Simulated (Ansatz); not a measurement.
A periodic model of amorphous Al₂₈O₄₅B₂:

```xyz
75
Lattice="9.5869 0.2570 -0.0901 0.2570 9.2357 0.1164 -0.0901 0.1164 9.2517" Properties=species:S:1:pos:R:3 pbc="T T T"
Al     9.2671     5.1317     4.7046
Al     1.1673     0.1697     8.8725
Al     8.9845     3.6911     2.1414
Al     5.8677     0.3740     6.3057
Al     7.2869     5.5203     6.7878
Al     3.3925     1.7771     7.2425
Al     3.6736     7.7630     7.9258
Al     0.6252     0.5999     2.4266
Al     0.5627     7.2357     6.7845
Al     3.5519     4.6466     8.4643
Al     1.0123     2.8736     7.1327
Al     1.1174     0.4744     5.2456
Al     4.2523     8.3230     4.6984
Al     3.7078     0.1271     1.0795
Al     6.6975     3.5101     9.0810
Al     6.0743     2.8249     5.2967
Al     4.3355     5.2727     5.6329
Al     3.9200     6.2952     1.6450
Al     1.5585     4.9935     1.7302
Al     6.8257     5.2239     2.5639
Al     6.7200     7.2530     4.4542
Al     8.2574     1.0702     7.4354
Al     8.5197     7.8632     1.6820
Al     5.7520     0.7599     2.8026
Al     2.1794     3.2140     3.9085
Al     8.8038     5.6575     9.2041
Al     1.4702     7.2106     3.8353
Al     4.5836     3.2294     1.9285
O      7.5752     7.0974     0.2269
O      9.3159     9.2355     0.4972
O      2.5363     6.3496     2.7608
O      2.0135     1.6466     6.1604
O      4.4981     8.6542     6.5242
O      3.2619     4.0648     4.9963
O      0.7685     4.2504     3.3557
O      2.8711     5.3813     0.5090
O      1.8374     7.9168     7.9463
O      4.9566     3.8246     9.2282
O      4.3153     7.6368     0.5016
O      7.8789     6.2705     5.3034
O      1.9148     0.2329     1.3041
O      0.2287     8.3019     3.1760
O      7.2065     8.9487     7.7300
O      7.4620     4.2575     1.2422
O      3.7469     5.9500     7.2355
O      8.8845     1.9293     1.8400
O      5.0894     5.0570     2.2890
O      9.6177     3.9755     5.9519
O      4.8245     1.5116     1.3764
O      2.4564     8.3805     4.7896
O      9.1675     6.4374     7.6365
O      6.3007     6.8178     7.4668
O      4.8810     1.9080     6.3648
O      0.4079     3.9354     0.7576
O      9.6315     9.1891     6.2168
O      4.9854     6.6718     4.6798
O      4.5150     8.8645     2.9741
O      7.3834     1.8694     9.0434
O      0.8335     6.3139     5.2105
O      5.9401     4.4679     5.9514
O      7.1901     0.2318     1.7951
O      2.6024     3.3070     7.8648
O      3.1273     0.5829     8.5136
O      5.6573     2.4424     3.5635
O      1.2294     1.5684     3.8033
O      6.3097     8.9843     4.6955
O      7.2680     1.7286     6.0858
O      7.9615     4.3159     3.6172
O      7.2338     6.9378     2.8043
O      2.8729     3.3880     2.2881
O      9.6672     6.4658     1.3994
O      7.7345     4.4634     8.0777
O      0.2664     1.5390     8.0562
B      8.0769     1.0416     0.9147
B      7.0254     7.6431     8.2681
```

All values below come from PBE, scalar-relativistic without spin-orbit coupling (plane waves to 420 eV, PAW; Ansatz, a first-principles code).

A CHGNet melt-quench gave the starting glass, which DFT then relaxed. O atoms were pushed apart under 1.9 Å during the dynamics, to hinder bonds among them. The hot cell started wider than the set density and was brought back towards it in steps. It is the lowest in DFT energy of 2 quenches. It is a model cell: composition and starting density were chosen by hand, and all elements were melted together. No dispersion term was used. Its density started from a set value of 3.01 and ended at 3.04 g/cm³. The simulated quench (nominally 280 K/ps over its main leg) is rapid and tends to freeze in more defects than a deposited or slowly cooled glass has. A cell of this size samples the disorder only roughly. Volume and shape were free in the relaxation.

Cut-offs for bonds: Al-Al 2.66 Å, Al-O 2.44 Å, Al-B 2.25 Å, O-O 1.58 Å, O-B 1.80 Å, B-B 1.97 Å. Two cations that share two anions don't count as bonded, nor two that share one unless they lie closer than Al-Al 2.59 Å, Al-B 2.19 Å, B-B 1.80 Å.

Question: Give the coordination numbers, mean bond lengths and angles.

Answer: 
The mean coordination of Al by anions is 4.64 (13 with 4, 12 with 5, 3 with 6), the mean coordination of O comes out as 3.04 (3 with 2, 37 with 3, 5 with 4) and the mean coordination of B by anions is 3.50 (1 with 3, 1 with 4). The mean Al-O bond is 1.862 Å (spread 0.121 Å, 130 counted) and the mean O-B bond is 1.449 Å (spread 0.063 Å, 7 counted). The bond angle at Al comes out as mean 106.7°, spread 23.4°. The bond angle at O is mean 115.0°, spread 18.4° and the bond angle at B comes out as mean 112.8°, spread 7.2°.

Question: List the pairs of like atoms that count as bonded by the rules above.

Answer: There are none by these rules.
